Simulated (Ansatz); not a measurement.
Consider the following.

End structure of a constructed model of the (111)B surface of zinc-blende ZnSe, Se-terminated, 2x2 Se adatom at H3 (bottom of the slab: 2 H on 4 bottom sites):

```xyz
35
Lattice="8.1098 0.0000 0.0000 -4.0549 7.0233 0.0000 0.0000 0.0000 29.5000" Properties=species:S:1:pos:R:3 pbc="T T T"
Zn     2.1857     1.0792     9.3462
Zn     6.0508     1.1882    10.3168
Zn    -0.0311     4.7007    10.3168
Zn     4.2148     4.5899     9.3467
Se     0.0876     2.2906    10.5232
Se     3.9998     2.3722    10.5496
Se    -2.0819     5.8849    10.5496
Se     2.1157     5.8018    10.5218
Zn     0.0000     2.3411    13.0285
Zn     4.0549     2.3411    13.0285
Zn    -2.0275     5.8528    13.0285
Zn     2.0275     5.8528    13.0285
Se     0.0000     0.0000    13.8562
Se     4.0549     0.0000    13.8562
Se    -2.0275     3.5117    13.8562
Se     2.0275     3.5117    13.8562
Zn    -0.0226    -0.0113    16.3332
Zn     4.0779    -0.0133    16.3369
Zn    -2.0257     3.5106    16.3511
Zn     2.0260     3.5369    16.3332
Se     2.0277     1.1704    17.1079
Se     6.0826     1.1724    17.1825
Se    -0.0015     4.6810    17.1825
Se     4.0568     4.6811    17.1782
Zn     2.0278     1.1704    19.5948
Zn     6.0825     1.0245    19.6624
Zn     0.1266     4.7551    19.6624
Zn     3.9299     4.7544    19.6585
Se    -0.0324     2.3598    20.6968
Se     4.0874     2.3597    20.6952
Se    -2.0274     5.8153    20.6952
Se     2.0293     5.8517    20.7007
H      2.0447     1.1606     7.8126
H      4.0756     4.6703     7.8128
Se    -2.0272     3.5115    21.7796
```

Model: 35-atom slab, 13.2 Å thick at the start with caps and adatoms (thin: gaps and levels are the slab's own), 3x3x1 mesh, Fermi-Dirac 0.025 eV, dipole correction, 8 atoms held, the rest relaxed; start symmetry kept, larger cells not searched; no spin, no spin-orbit, no U. In PBE it lies 0.05 eV a 1x1 cell over the lowest computed structure of the same composition (2x2 Se adatom at T1).

What highest filled level below the top vacuum level does PBE in Ansatz (a quantum-chemistry and plane-wave program) give?

5.31 eV

Predict the gap of the slab on its k-mesh from PBE.

0.39 eV
